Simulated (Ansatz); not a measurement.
Ansatz (a program for electronic structure) run on BiBrO (P4/nmm, 6 atoms in the cell): self-consistent single point.

Method: PBEsol, default PAW files made with PBE (plane waves; Ansatz).

```yaml
crystal:
  lattice:
    - [3.87991, 0.00000, 0.00000]
    - [0.00000, 3.87991, 0.00000]
    - [0.00000, 0.00000, 8.29191]
  atoms:
    - { symbol: Bi, position: [0.00000, 0.50000, 0.85144] }
    - { symbol: Bi, position: [0.50000, 0.00000, 0.14856] }
    - { symbol: Br, position: [0.50000, 0.00000, 0.66529] }
    - { symbol: Br, position: [0.00000, 0.50000, 0.33471] }
    - { symbol: O, position: [0.00000, 0.00000, 0.00000] }
    - { symbol: O, position: [0.50000, 0.50000, 0.00000] }
```

Reference input (self-consistent single point, DFT, HSE06, plane waves, default PAW files made with PBE): basis.ecutwfc = 420 eV; kpoints.mp_grid.grid = 4 4 2; hamiltonian.xc = hse06; hamiltonian.pseudopotentials = {kind: paw} (the program's default PAW files); scf.occupations.method = gaussian; scf.occupations.width = 0.05 eV. This run's input differs from it in these lines:

Ansatz 0.2 input:
```diff
@@ -17,3 +17,3 @@
 hamiltonian:
-  xc: hse06
+  xc: pbesol
   pseudopotentials: { kind: paw }
```

Output, abridged:

```
SCF iter   1: F=—  HF=-31080.578662 eV  |F-HF|=—  |Δ(HF+E_count)|=         —  Δρ=1.01e-2  dr2=1.12e-1  ethr=1.77e-3  ⟨swp⟩=6.8  Hψ=1862  notcnv=0
all-band conjugate gradients solve this SCF's bands
preconditioner: auto → Resta (q_TF=auto, 2.387 Å⁻¹)
SCF iter   2: F=—  HF=-31080.558332 eV  |F-HF|=—  |Δ(HF+E_count)|=   2.03e-2  Δρ=4.69e-3  dr2=3.79e-2  ethr=2.00e-4  ⟨swp⟩=2.0  Hψ=771  notcnv=0  defer=21
   [... lines left out ...]
SCF iter   4: F=—  HF=-31080.552210 eV  |F-HF|=—  |Δ(HF+E_count)|=   1.73e-4  Δρ=4.15e-4  dr2=1.43e-4  ethr=3.64e-6  ⟨swp⟩=2.9  Hψ=665  notcnv=0  defer=21
SCF iter   5: F=—  HF=-31080.552285 eV  |F-HF|=—  |Δ(HF+E_count)|=   7.55e-5  Δρ=9.69e-5  dr2=1.07e-5  ethr=2.56e-7  ⟨swp⟩=2.5  Hψ=626  notcnv=0  defer=21
SCF iter   6: F=—  HF=-31080.552249 eV  |F-HF|=—  |Δ(HF+E_count)|=   3.61e-5  Δρ=1.60e-5  dr2=3.52e-7  ethr=1.90e-8  ⟨swp⟩=2.1  Hψ=597  notcnv=0  defer=21
SCF iter   7: F=-31080.552250 eV  HF=-31080.552250 eV  |F-HF|=1.19e-8  |Δ(HF+E_count)|=   3.81e-7  Δρ=3.39e-6  dr2=1.23e-8  ethr=1.79e-10  ⟨swp⟩=10.8  Hψ=2052  notcnv=0
SCF 1 converged in 7 iterations: F = -31080.552250 eV  dr2 = 1.23e-8
Free energy (F): -31080.552250 eV
Internal energy: -31080.552250 eV  (E = F + TS)
E sigma→0 (E₀):  -31080.552250 eV
Fermi energy:    8.374811 eV
--- Forces (eV/Å), atoms counted from 1 ---
  atom   1  Bi     0.00000000     0.00000000    -0.50489064
  atom   2  Bi     0.00000000     0.00000000     0.50489064
  atom   3  Br     0.00000000     0.00000000    -0.07712016
  atom   4  Br     0.00000000     0.00000000     0.07712016
  atom   5  O      0.00000000     0.00000000     0.00000000
  atom   6  O      0.00000000     0.00000000     0.00000000
--- Stress (GPa, compression-positive) ---
        2.312049       0.000000       0.000000
        0.000000       2.312049       0.000000
        0.000000       0.000000       2.135691
  P = ⅓ Tr σ = 2.2533 GPa (22.533 kbar)
  The stress holds the Pulay correction. Without it, at fixed plane waves, as pw.x and ABINIT print it: P = 2.0111 GPa
```

The run converged in 7 iterations. Against the reference run the pressure goes from 2.85 to 2.25 GPa, the largest force goes from 0.217 to 0.505 eV/Å and the gap on the mesh goes from 3.269 to 2.259 eV.

The starting cell comes from a database of computed structures (which also holds hypothetical and non-ambient phases and stackings), without a prior relaxation at this level. Its lattice was rescaled by a random factor within 2.5 % of one. Spin-orbit coupling is off. Ansatz's pressure includes its estimate of the finite-basis (Pulay) stress.
